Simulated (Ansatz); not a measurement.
Band structure of Mo (Im-3m, 1 atom in the cell).

```
CELL_PARAMETERS angstrom
     -1.58381     1.58381     1.58381
      1.58381    -1.58381     1.58381
      1.58381     1.58381    -1.58381
ATOMIC_POSITIONS crystal
  Mo 0.00000 0.00000 0.00000
```

Method: PBE (plane waves, PAW; Ansatz, an electronic-structure program).

Settings: basis.ecutwfc = 420 eV; kpoints.mp_grid.grid = 15 15 15; hamiltonian.xc = pbe; hamiltonian.pseudopotentials = {kind: paw} (the program's default PAW files); scf.occupations.method = methfessel_paxton; scf.occupations.width = 0.1 eV; kpoints.band_path.npoints = 10.

The starting cell comes from a database of computed structures (which also holds hypothetical and non-ambient phases and stackings), without a prior relaxation at this level. Spin polarisation is off.

Levels in eV from the Fermi level, bands 4 to 10:
| point | 4 | 5 | 6 | 7 | 8 | 9 | 10 |
|---|---|---|---|---|---|---|---|
| Γ | -34.52 | -7.11 | -1.27 | -1.27 | -1.27 | 1.69 | 1.69 |
| H | -35.44 | -5.25 | -5.25 | 3.94 | 3.94 | 3.94 | 8.99 |
| N | -34.53 | -5.16 | -3.26 | 1.62 | 1.71 | 2.32 | 4.68 |
| P | -35.20 | -2.53 | -2.53 | -2.53 | 2.44 | 2.44 | 9.47 |

Bands cross the Fermi level along this path, so the cell is metallic at this level.

Keys are those of Ansatz 0.2.
